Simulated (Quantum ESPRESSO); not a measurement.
# Several settings converged on CoSi2 (I4mm, 3 atoms in the cell)

```xyz
3
Lattice="0.0000 2.6720 2.6720 2.6720 0.0000 2.6720 2.6720 2.6720 0.0000" Properties=species:S:1:pos:R:3 pbc="T T T"
Co     0.0000     0.0000     0.0500
Si     1.3360     1.3360     1.3360
Si     4.0079     4.0079     4.0079
```

Base method: PBEsol, PSlibrary PAW (PBE) pseudopotentials (plane waves; Quantum ESPRESSO).

Base settings: ecutwfc = 50 Ry; ecutrho = 300 Ry; occupations = smearing; smearing = fd; degauss = 0.0073499 Ry; input_dft = pbesol; potentials = {Co: Co.pbe-n-kjpaw_psl.1.0.0.UPF, Si: Si.pbe-n-kjpaw_psl.1.0.0.UPF}; K_POINTS = automatic 7 7 7 0 0 0; conv_thr = 1e-10 Ry; mixing_beta = 0.7.

The count of work is k-points × plane waves × bands × iterations; it is no time. Core times come from one kind of shared machine, to one figure; runs under 30 s give none.

**Shifted k-point meshes**

Only quantities that move along the ladder and can be compared are tabulated.

| K_POINTS | free energy less the last step's (meV/atom) | pressure (GPa) | largest difference of a force vector from the last step's (eV/Å) | count of work / last | core time / last (rough) |
|---|---|---|---|---|---|
| automatic 2 2 2 1 1 1 | -92.27 | -4.08 | 0.011 | 0.0081 | – |
| automatic 4 4 4 1 1 1 | -1.73 | -2.98 | 0.007 | 0.054 | 0.2 |
| automatic 6 6 6 1 1 1 | 1.05 | -3.02 | 0.001 | 0.17 | 0.4 |
| automatic 11 11 11 1 1 1 | 0.00 | -3.10 | 0.000 | 1.0 | 1 |

Coarsest K_POINTS that holds the forces within 0.005 eV/Å of the last step, with all finer ones: automatic 6 6 6 1 1 1, at 0.17 of the last step's count of work and about 0.4 of the last step's time; the step before is off by 0.007 eV/Å.

Coarsest K_POINTS that holds the free energy within 5 meV/atom of the last step, with all finer ones: automatic 4 4 4 1 1 1, at 0.054 of the last step's count of work and about 0.2 of the last step's time; the step before is off by 92 meV/atom.

Coarsest K_POINTS that holds the pressure within 0.5 GPa of the last step, with all finer ones: automatic 4 4 4 1 1 1, at 0.054 of the last step's count of work and about 0.2 of the last step's time; the step before is off by 0.98 GPa.

**The k-point mesh at a smearing width of 0.05 eV**

In this ladder: degauss = 0.0036749 Ry.

The second cell is the first with its lattice scaled by 0.98.

Only quantities that move along the ladder and can be compared are tabulated.

| K_POINTS | free energy less the last step's (meV/atom) | energy of the compressed cell less the first (meV/atom) | pressure (GPa) | largest difference of a force vector from the last step's (eV/Å) | count of work / last | core time / last (rough) |
|---|---|---|---|---|---|---|
| automatic 4 4 4 0 0 0 | -4.58 | 14.00 | -3.47 | 0.014 | 0.080 | 0.3 |
| automatic 6 6 6 0 0 0 | 2.60 | 15.74 | -3.11 | 0.006 | 0.17 | 0.3 |
| automatic 8 8 8 0 0 0 | 0.54 | 15.39 | -3.21 | 0.007 | 0.36 | 0.7 |
| automatic 12 12 12 0 0 0 | 0.00 | 15.44 | -3.18 | 0.000 | 1.0 | 1 |

Coarsest K_POINTS that holds the forces within 0.01 eV/Å: not settled: the last two steps still differ by 0.007 eV/Å, over half the tolerance, so the ladder does not show it.

Coarsest K_POINTS that holds the pressure within 0.2 GPa of the last step, with all finer ones: automatic 6 6 6 0 0 0, at 0.17 of the last step's count of work and about 0.3 of the last step's time; the step before is off by 0.28 GPa.

Coarsest K_POINTS that holds the energy of the compressed cell less the first within 0.5 meV/atom of the last step, with all finer ones: automatic 6 6 6 0 0 0, at 0.17 of the last step's count of work and about 0.3 of the last step's time; the step before is off by 1.4 meV/atom.

The energy difference between the two cells stays within 1 meV/atom of the last step's from automatic 6 6 6 0 0 0 on, the total only from automatic 8 8 8 0 0 0 on: much of the error is common to both cells and cancels.

**The SCF threshold**

The mesh stays at the base's, so the ladder's end is converged at best in this setting alone.

Only quantities that move along the ladder and can be compared are tabulated.

| conv_thr | free energy less the last step's (meV/atom) | largest difference of a force vector from the last step's (eV/Å) | count of work / last | core time / last (rough) |
|---|---|---|---|---|
| 0.0073 Ry | 37.24 | 0.164 | 0.19 | – |
| 7.3e-05 Ry | 0.02 | 0.002 | 0.44 | 0.6 |
| 1e-10 Ry | 0.00 | 0.000 | 0.81 | 0.6 |
| 7.3e-14 Ry | 0.00 | 0.000 | 1.0 | 1 |

Coarsest conv_thr that holds the forces within 0.005 eV/Å of the last step, with all finer ones: 7.3e-05 Ry, at 0.44 of the last step's count of work; the step before is off by 0.16 eV/Å.

Coarsest conv_thr that holds the free energy within 5 meV/atom of the last step, with all finer ones: 7.3e-05 Ry, at 0.44 of the last step's count of work; the step before is off by 37 meV/atom.

On the base run: the starting cell has typed, rounded lattice constants, without a prior relaxation at this level. Its lattice was rescaled by up to half a per cent. One atom was moved a little off its site on purpose. Spin polarisation is off. In the base run, with a pressure of about -3 GPa the cell is away from its equilibrium volume at this level.
